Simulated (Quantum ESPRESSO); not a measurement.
A self-consistent single point of Ta₂Si (Fmm2, 6 atoms in the cell) with Quantum ESPRESSO.

Method: LDA (PZ), GBRV 1.5 ultrasoft (LDA) pseudopotentials (plane waves; Quantum ESPRESSO 7.5).

```
CELL_PARAMETERS angstrom
     -3.07850     3.07850     2.51607
      3.07850    -3.07850     2.51607
      3.07850     3.07850    -2.51607
ATOMIC_POSITIONS crystal
  Ta 0.66359 0.83641 0.50000
  Ta 0.33641 0.16359 0.50000
  Ta 0.84215 0.34215 0.18430
  Ta 0.16359 0.66359 0.82718
  Si 0.25000 0.25000 0.00000
  Si 0.75000 0.75000 0.00000
```

Reference input (self-consistent single point, DFT, LDA (PZ), plane waves, GBRV 1.5 ultrasoft (LDA) pseudopotentials): ecutwfc = 40 Ry; ecutrho = 320 Ry; occupations = smearing; smearing = gaussian; degauss = 0.0073499 Ry; potentials = {Ta: ta_lda_v1.uspp.F.UPF, Si: si_lda_v1.uspp.F.UPF}; K_POINTS = automatic 4 4 4 0 0 0; conv_thr = 1e-10 Ry; mixing_beta = 0.7. This run's input differs from it in these lines:

```diff
@@ -16,3 +16,3 @@
  smearing = 'gaussian',
- degauss = 0.0073499,
+ degauss = 0.0036749,
 /
@@ -37,3 +37,3 @@
 K_POINTS automatic
-4 4 4  0 0 0
+6 6 6  0 0 0
```

Output (repeated stretches shortened):

```
     Self-consistent Calculation

     iteration #  1     ecut=    40.00 Ry     beta= 0.70

     Threshold (ethr) on eigenvalues was too large:
     Diagonalizing with lowered threshold

     negative rho (up, down):  3.787E-01 0.000E+00

     total energy              =    -587.13223807 Ry
     estimated scf accuracy    <       0.18688891 Ry

     iteration #  2     ecut=    40.00 Ry     beta= 0.70

     negative rho (up, down):  3.824E-01 0.000E+00

     total energy              =    -587.16130284 Ry
     estimated scf accuracy    <       0.10567030 Ry

     iteration #  3     ecut=    40.00 Ry     beta= 0.70

     negative rho (up, down):  3.847E-01 0.000E+00

     total energy              =    -587.18833325 Ry
     estimated scf accuracy    <       0.00857377 Ry

   [... 8 blocks of this kind left out ...]

     iteration # 12     ecut=    40.00 Ry     beta= 0.70

     negative rho (up, down):  3.861E-01 0.000E+00

     total energy              =    -587.19026295 Ry
     estimated scf accuracy    <          3.3E-10 Ry

     iteration # 13     ecut=    40.00 Ry     beta= 0.70

     negative rho (up, down):  3.861E-01 0.000E+00
     End of self-consistent calculation

     the Fermi energy is    17.3596 ev

!    total energy              =    -587.19026295 Ry
     estimated scf accuracy    <          1.1E-11 Ry
     smearing contrib. (-TS)   =      -0.00021228 Ry
     internal energy E=F+TS    =    -587.19005066 Ry

     convergence has been achieved in  13 iterations

     negative rho (up, down):  3.861E-01 0.000E+00

     Forces acting on atoms (cartesian axes, Ry/au):

     atom    1 type  1   force =     0.00210586    0.00012225    0.00000000
     atom    2 type  1   force =     0.00012225    0.00210586    0.00000000
     atom    3 type  1   force =    -0.01388391   -0.01388391    0.00000000
     atom    4 type  1   force =     0.00772732    0.00772732    0.00000000
     atom    5 type  2   force =     0.00196424    0.00196424    0.00000000
   [... lines left out ...]
     Total force =     0.023006     Total SCF correction =     0.000005
   [... lines left out ...]

     negative rho (up, down):  3.861E-01 0.000E+00
          total   stress  (Ry/bohr**3)                   (kbar)     P=      -72.37
  -0.00053628   0.00003800   0.00000000          -78.89        5.59        0.00
   0.00003800  -0.00053628   0.00000000            5.59      -78.89        0.00
   0.00000000   0.00000000  -0.00040338            0.00        0.00      -59.34

   JOB DONE.
```

The run converged in 13 iterations. Against the reference run the free energy drops by 1.1 meV/atom, the pressure goes from -7.05 to -7.24 GPa and the largest force goes from 0.526 to 0.505 eV/Å.

The starting cell comes from a database of computed structures (which also holds hypothetical and non-ambient phases and stackings), without a prior relaxation at this level. Its lattice was rescaled by up to half a per cent. One atom was moved a little off its site on purpose. Spin polarisation is off. With a pressure of about -7 GPa the cell is away from its equilibrium volume at this level.

Cost on one core of a shared machine: roughly 3 min.
